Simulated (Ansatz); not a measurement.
CsGeBr3 (within 0.1 Å of R3m, No. 160, 5 atoms in the cell; start mp-642739)

All values below come from PBEsol+SOC (PAW; Ansatz, a program for electronic structure).

Settings: plane-wave cutoff 520 eV, 6×6×6 k mesh, Fermi–Dirac smearing 0.01 eV, PAW data made under PBE.

Cell (relaxed with PBEsol):

```yaml
crystal:
  lattice:
    - [3.92499, -3.88448, 0.05726]
    - [3.92499, 3.88448, 0.05726]
    - [-0.16585, 0.00000, 5.51942]
  atoms:
    - { symbol: Cs, position: [0.89694, 0.89694, 0.60158] }
    - { symbol: Ge, position: [0.37902, 0.37902, 0.11957] }
    - { symbol: Br, position: [0.39969, 0.39969, 0.58801] }
    - { symbol: Br, position: [0.39953, 0.91061, 0.09896] }
    - { symbol: Br, position: [0.91061, 0.39953, 0.09896] }
```

- band gap = 0.54 eV (direct)
- direct gap at Γ = 5.08 eV

The computed numbers hold no vibrational or temperature effects.

Computing time: around 11 core-minutes (rough).

A start named mp-… is a Materials Project structure, which need not be a measured phase.
